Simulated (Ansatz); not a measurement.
Given:

```xyz
2
Lattice="2.9016 0.0000 0.0000 -1.4508 2.5129 0.0000 0.0000 0.0000 4.7078" Properties=species:S:1:pos:R:3 pbc="T T T"
Ti     1.4508     0.8376     3.5308
Ti     0.0000     1.6753     1.1769
```

No spin polarisation.

Calculations: Ansatz (a first-principles code) PBEsol, no spin-orbit coupling. Γ-centred 23×23×13 mesh, Fermi–Dirac width 0.1 eV.

Question: Estimate the band gap.

Answer: Zero.

Question: Predict the stress (xx, yy, zz, yz, xz, xy; compression positive).

Answer: (-1.9, -1.9, -4.6, 0.0, 0.0, 0.0) GPa.

The cells carry an imposed strain or load. Whether these cells are dynamically stable was not tested. All final runs are without spin polarisation. The cell was made from Ti in the hcp (Mg type) structure (space group P6_3/mmc, No. 194) by this change: uniaxial strain ε_zz = +2.50 %.
